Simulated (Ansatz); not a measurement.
The reference is SiC in the wurtzite structure (space group P6_3mc, No. 186).

```
SiC
1.0
    3.07548     0.00000     0.00000
   -1.53774     2.66344     0.00000
    0.00000     0.00000     5.04859
Si C
2 2
Cartesian
  1.53774   0.88781   0.00251
  0.00000   1.77563   2.52681
  1.53774   0.88781   3.15387
  0.00000   1.77563   0.62957
```

Cartesian axes are those of the cell as printed.

The values are results of r2SCAN/PAW in Ansatz (an electronic-structure program), spin-orbit coupling left out, earlier PAW set, not measurements.

Free-standing slabs (4 atom(s) a layer) normal to the y axis with 15 Å of vacuum; in-plane cell held at bulk.

One change was made to it. Results:

| quantity | base | after |
|---|---|---|
| band gap | 2.65 eV | 1.67 eV |
| gap character | – | indirect, k = (0.091, 0, 0) in the run's primitive reciprocal basis → X–U (80 % along) |
| shortest interatomic distance | 3.559 bohr | 3.262 bohr |

### Question
Which of these changes matches the shifts?
A. 4 layers
B. 1 layer
C. 2 layers

### Answer
A, 4 layers. For comparison, the band gap in the other runs: 1 layer gives 2.97 eV; 2 layers gives 1.48 eV.

No phonon test of stability was made. Labels are those of the standard path for the cell's own space group.
